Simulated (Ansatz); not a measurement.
Base system: Ta in the bcc (W type) structure (space group Im-3m, No. 229; relaxed with 0.1 eV smearing).

```yaml
crystal:
  lattice:
    - [-1.65317, 1.65317, 1.65317]
    - [1.65317, -1.65317, 1.65317]
    - [1.65317, 1.65317, -1.65317]
  atoms:
    - { symbol: Ta, position: [0.00000, 0.00000, 0.00000] }
```

Cartesian axes are those of the cell as printed.

The values are results of Ansatz (a quantum-chemistry and plane-wave program), r2SCAN, PAW, cutoff 500 eV, no spin-orbit coupling, earlier PAW set, not measurements.

Now apply this change: uniaxial stress, 2 GPa compression along x, with the cell and atoms free to relax against it.

### Question
Predict the new strain response.

### Answer
The strain response (xx, yy, zz) comes out as (−1.34, +0.52, +0.52) %.

Stability under load was not tested beyond the relaxation. The final runs are not spin-polarised.
